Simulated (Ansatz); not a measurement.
# Point defect N on the As site in zinc-blende BAs

All values below come from PBE, PAW (plane waves to 420 eV; Ansatz, an electronic-structure program). Details: 64-site cell; 2×2×2 shifted k-points; start: the As site; energies good to tenths of an eV.

Neighbours after relaxation, in Å: of the N atom: B 1.73, B 1.73, B 1.73, B 1.73.

```
charge         moment (μB)  largest move off a lattice site (Å)
------  ------------------  -----------------------------------
0       not spin-polarised                                 0.35
```
